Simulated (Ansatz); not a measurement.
Electronic density of states of amorphous Zr$_{20}$O$_{41}$Li$_{2}$, density 5.35 g/cm³, on a 2×2×2 Γ-centred mesh with a Gaussian width of 0.1 eV; energies count from the Fermi level, whose place inside the gap is arbitrary. Cell and mesh are small, so fine structure isn't converged. All values below come from PBE, scalar-relativistic without spin-orbit coupling (plane waves to 420 eV, PAW; Ansatz, a program for electronic structure). Sampling: a 2×2×2 Γ-centred mesh; Fermi-Dirac width 0.02 eV; no spin polarisation. At PBE the levels at the filled edge of the gap are localised (band-tail or defect states), and the nearest spread-out levels lie 3.5 eV apart at the zone centre.

The cell was made by melting and quenching with the CHGNet potential and then relaxed with DFT. O atoms were pushed apart under 1.9 Å during the dynamics, to hinder bonds among them. The hot cell started wider than the set density and was brought back towards it in steps. It is the lowest in DFT energy of 2 quenches. It is a model cell: composition and starting density were chosen by hand, and all elements were melted together. No dispersion term was used. Its density started from a set value of 5.21 and ended at 5.35 g/cm³. Cooling (nominally 300 K/ps over its main leg) ran many orders faster than in experiment, which tends to leave more defects and strain. A cell of this size samples the disorder only roughly. Volume and shape were free in the relaxation.

(E - EF (eV), states/(eV atom)): (-12.00, 0.00); (-11.90, 0.00); (-11.80, 0.00); (-11.70, 0.00); (-11.60, 0.00); (-11.50, 0.00); (-11.40, 0.00); (-11.30, 0.00); (-11.20, 0.00); (-11.10, 0.00); (-11.00, 0.00); (-10.90, 0.00); (-10.80, 0.00); (-10.70, 0.00); (-10.60, 0.00); (-10.50, 0.00); (-10.40, 0.00); (-10.30, 0.00); (-10.20, 0.00); (-10.10, 0.00); (-10.00, 0.00); (-9.90, 0.00); (-9.80, 0.00); (-9.70, 0.00); (-9.60, 0.00); (-9.50, 0.00); (-9.40, 0.00); (-9.30, 0.00); (-9.20, 0.00); (-9.10, 0.00); (-9.00, 0.00); (-8.90, 0.00); (-8.80, 0.00); (-8.70, 0.00); (-8.60, 0.00); (-8.50, 0.00); (-8.40, 0.00); (-8.30, 0.00); (-8.20, 0.00); (-8.10, 0.00); (-8.00, 0.00); (-7.90, 0.00); (-7.80, 0.00); (-7.70, 0.00); (-7.60, 0.00); (-7.50, 0.00); (-7.40, 0.00); (-7.30, 0.00); (-7.20, 0.00); (-7.10, 0.00); (-7.00, 0.00); (-6.90, 0.04); (-6.80, 0.14); (-6.70, 0.18); (-6.60, 0.30); (-6.50, 0.49); (-6.40, 0.58); (-6.30, 0.59); (-6.20, 0.63); (-6.10, 0.68); (-6.00, 0.77); (-5.90, 0.84); (-5.80, 0.93); (-5.70, 0.90); (-5.60, 0.81); (-5.50, 0.81); (-5.40, 0.78); (-5.30, 0.78); (-5.20, 0.80); (-5.10, 0.83); (-5.00, 0.81); (-4.90, 0.76); (-4.80, 0.74); (-4.70, 0.78); (-4.60, 0.84); (-4.50, 0.84); (-4.40, 0.81); (-4.30, 0.83); (-4.20, 0.84); (-4.10, 0.90); (-4.00, 0.88); (-3.90, 0.76); (-3.80, 0.84); (-3.70, 0.92); (-3.60, 0.90); (-3.50, 0.96); (-3.40, 1.00); (-3.30, 0.99); (-3.20, 0.98); (-3.10, 0.99); (-3.00, 0.95); (-2.90, 0.94); (-2.80, 1.00); (-2.70, 1.02); (-2.60, 0.95); (-2.50, 0.86); (-2.40, 0.79); (-2.30, 0.74); (-2.20, 0.65); (-2.10, 0.57); (-2.00, 0.53); (-1.90, 0.37); (-1.80, 0.11); (-1.70, 0.11); (-1.60, 0.15); (-1.50, 0.04); (-1.40, 0.00); (-1.30, 0.00); (-1.20, 0.00); (-1.10, 0.00); (-1.00, 0.00); (-0.90, 0.00); (-0.80, 0.00); (-0.70, 0.00); (-0.60, 0.00); (-0.50, 0.00); (-0.40, 0.00); (-0.30, 0.00); (-0.20, 0.00); (-0.10, 0.00); (0.00, 0.00); (0.10, 0.00); (0.20, 0.00); (0.30, 0.00); (0.40, 0.00); (0.50, 0.00); (0.60, 0.00); (0.70, 0.00); (0.80, 0.00); (0.90, 0.00); (1.00, 0.00); (1.10, 0.00); (1.20, 0.00); (1.30, 0.00); (1.40, 0.00); (1.50, 0.03); (1.60, 0.10); (1.70, 0.23); (1.80, 0.32); (1.90, 0.38); (2.00, 0.42); (2.10, 0.42); (2.20, 0.48); (2.30, 0.58); (2.40, 0.64); (2.50, 0.60); (2.60, 0.63); (2.70, 0.74); (2.80, 0.75); (2.90, 0.72); (3.00, 0.71); (3.10, 0.71); (3.20, 0.76); (3.30, 0.80); (3.40, 0.77)

The level gap on this mesh is 3.17 eV; the broadening fills part of it in the curve.
